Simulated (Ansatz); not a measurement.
## Hypothetical rock salt BN, carrier doping

Base system: BN in the rock salt structure (space group Fm-3m, No. 225; a hypothetical phase, not in the database extracts checked).

```yaml
crystal:
  lattice:
    - [0.00000, 1.75173, 1.75173]
    - [1.75173, 0.00000, 1.75173]
    - [1.75173, 1.75173, 0.00000]
  atoms:
    - { symbol: N, position: [0.00000, 0.00000, 0.00000] }
    - { symbol: B, position: [0.50000, 0.50000, 0.50000] }
```

Carriers are added at fixed cell with a uniform background; the Fermi–Dirac width is that of 300 K.

Method: Kohn–Sham DFT with the PBE functional, run in Ansatz (a first-principles code) with PAW and 420 eV plane waves, scalar-relativistic without spin-orbit coupling.

Notes on the quantities. Fermi level from band edge: Fermi level relative to the doped band's edge (positive inside the band; to 0.05 eV).

```csv
hole density (10^21 cm⁻³),Fermi level from band edge (eV)
0.7,0.10
1,0.10
7,?
20,0.65
```

Problem. Fit E_F = C n^s, fitted as a line in log–log form (a parabolic band gives s = 2/3) to the rows shown and predict the withheld row.

Solution. Least squares on the printed values gives C = 0.11 eV, s = 0.58 (largest residual 0.01 eV); this predicts 0.35 eV, and the run gives 0.35 eV, in agreement.

Charged cell with a jellium background: band edges are those of the host's band count, energies are not comparable with the neutral cell, and many-body gap narrowing is missing. Whether these cells are dynamically stable was not tested.
